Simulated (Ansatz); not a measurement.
**A computed series for CrCuO2: pressure series**

The reference is CrCuO2 (space group R-3m, No. 166; ferromagnetic).

```cif
data_Cr3Cu3O6
_chemical_formula_sum 'Cu3 Cr3 O6'
_space_group_name_H-M_alt 'R-3m :H'
_space_group_IT_number 166
_space_group_name_Hall '-R 3 2"'
_cell_length_a 2.96378
_cell_length_b 2.96378
_cell_length_c 16.92041
_cell_angle_alpha 90.000
_cell_angle_beta 90.000
_cell_angle_gamma 120.000
loop_
_atom_site_label
_atom_site_type_symbol
_atom_site_symmetry_multiplicity
_atom_site_Wyckoff_symbol
_atom_site_fract_x
_atom_site_fract_y
_atom_site_fract_z
_atom_site_occupancy
Cu1 Cu 3 a 0.00000 0.00000 0.00000 1
Cr1 Cr 3 b 0.00000 0.00000 0.50000 1
O1 O 6 c 0.00000 0.00000 0.10812 1
```
(The calculation used a cell of 4 atoms; values per cell refer to that cell.)

Cell and atoms are relaxed at each pressure.

Method: DFT with PBEsol, PAW potentials and a 420 eV plane-wave cutoff in Ansatz (a program for electronic structure), spin-orbit coupling left out.

Candidates:
(a) pressure 2.1 GPa
(b) pressure −1 GPa
(c) pressure 15 GPa

For the base:

Band gap: 0.92 eV

Question: Order them by band gap, lowest first.

Answer: (c) pressure 15 GPa (0.51 eV), (a) pressure 2.1 GPa (0.86 eV), (b) pressure −1 GPa (0.95 eV)

Load acts through the strain it causes; cell and atoms are relaxed under it. No phonon test of stability was made. Competing high-pressure phases were not computed. No Hubbard U is applied and the magnetic state is the run's own (CrCuO2 ferromagnetic); small cells can't hold the antiferromagnetic order that many such compounds have, so gaps and moments can be off. Where the two band edges lie in opposite spin channels, the gap is a spin-flip gap.
